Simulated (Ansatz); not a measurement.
The starting structures come from a database of crystals and need not be the phases stable at ambient conditions.

Inside the gap of an insulator the Bloch states are evanescent, with a wavenumber k + iκ along the transport direction.

Given:

```
CELL_PARAMETERS angstrom
      7.37625     0.00000     0.00000
     -3.68812     6.38802     0.00000
      3.68812     2.12934     6.02268
ATOMIC_POSITIONS crystal
  Sn 0.25000 0.87500 0.87500
  Sn 0.75000 0.87500 0.87500
  Sn 0.25000 0.37500 0.87500
  Sn 0.75000 0.87500 0.37500
  S  0.75598 0.12201 0.12201
  S  0.25598 0.62799 0.62799
  S  0.75598 0.63397 0.12201
  S  0.25598 0.62799 0.11603
  S  0.24402 0.12201 0.63397
  S  0.74402 0.11603 0.62799
  S  0.24402 0.12201 0.12201
  S  0.74402 0.62799 0.62799
```

Space group of this cell: Fd-3m. The cell is taken as given; by PBEsol its mean pressure is -0.6 GPa.

Transport runs along the normal of the first two printed cell vectors, the (111) plane of the conventional cell.

The gap is the functional's own. No spin-orbit coupling. Mid-gap values are interpolated on the energy grid.

Task: Give the band gap and the smallest decay constant κ at mid-gap that PBEsol (Ansatz, a program for electronic structure) yields.

Result: Gap 1.13 eV on a 6×6×6 mesh; κ = 0.144 1/Å, at the zone centre.
